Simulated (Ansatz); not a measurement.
The starting structures come from a database of crystals and need not be the phases stable at ambient conditions.

 Where the default PAW files enter, the runs use the earlier of Ansatz's two default sets.

The decay constant κ of evanescent states in the gap governs leakage through a thin film.

Input:

```
CELL_PARAMETERS angstrom
      4.13877     0.00000     0.00000
      0.00000     4.13877     0.00000
      2.06938    -2.06938     4.07857
ATOMIC_POSITIONS crystal
  Sn 0.00000 0.00000 0.00000
  F  0.23305 0.76695 0.53390
  F  0.76695 0.23305 0.46610
  F  0.50000 0.00000 0.00000
  F  0.00000 0.50000 0.00000
```

Space group of this cell: I4/mmm. The cell was relaxed by PBE-D3(BJ); by r2SCAN its mean pressure is -4.5 GPa.

Transport runs along the normal of the first two printed cell vectors, the (001) plane of the conventional cell.

The gap is the functional's own. No spin-orbit coupling. Mid-gap values are interpolated on the energy grid.

Problem. Predict the band gap and the smallest decay constant κ at mid-gap from r2SCAN in Ansatz (a program for electronic structure).

Solution. Gap 3.97 eV on a 8×8×8 mesh; κ = 0.452 1/Å, at the zone centre.
